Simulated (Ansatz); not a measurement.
Band structure of LiBi2I2O2 (P-4m2, 7 atoms in the cell).

```yaml
crystal:
  lattice:
    - [4.23028, 0.00000, 0.00000]
    - [0.00000, 4.23028, 0.00000]
    - [0.00000, 0.00000, 9.99394]
  atoms:
    - { symbol: Li, position: [0.00000, 0.00000, 0.50000] }
    - { symbol: Bi, position: [0.50000, 0.00000, 0.89182] }
    - { symbol: Bi, position: [0.00000, 0.50000, 0.10818] }
    - { symbol: I, position: [0.00000, 0.50000, 0.67750] }
    - { symbol: I, position: [0.50000, 0.00000, 0.32250] }
    - { symbol: O, position: [0.50000, 0.50000, 0.00000] }
    - { symbol: O, position: [0.00000, 0.00000, 0.00000] }
```

Method of the run: PBEsol, PAW files made with PBE (plane waves; Ansatz, a quantum-chemistry and plane-wave program).

Settings: kpoints.mp_grid.grid = 5 5 3; hamiltonian.xc = pbesol; hamiltonian.pseudopotentials = {kind: paw} (the program's default PAW files); scf.occupations.method = gaussian; scf.occupations.width = 0.1 eV; kpoints.band_path.npoints = 8.

The starting cell comes from a database of computed structures (which also holds hypothetical and non-ambient phases and stackings), without a prior relaxation at this level. Its lattice was rescaled by a random factor within 2.5 % of one. Spin-orbit coupling is off.

Levels in eV from the Fermi level, bands 37 to 44:
```csv
point,37,38,39,40,41,42,43,44
Γ,-3.07,-2.67,-2.67,-0.90,-0.12,1.83,1.83,2.99
X,-3.03,-2.77,-2.34,1.23,1.23,1.50,1.68,2.25
M,-3.54,-3.41,-3.41,-0.18,-0.06,1.56,1.56,2.48
Z,-3.13,-2.58,-2.58,-0.85,-0.59,1.67,1.67,3.22
R,-3.04,-2.77,-2.34,1.28,1.31,1.42,1.51,2.28
A,-3.80,-3.48,-3.48,-0.01,0.23,1.53,1.53,2.16
```

Bands cross the Fermi level along this path, so the cell is metallic at this level.

Keys are those of Ansatz 0.2.
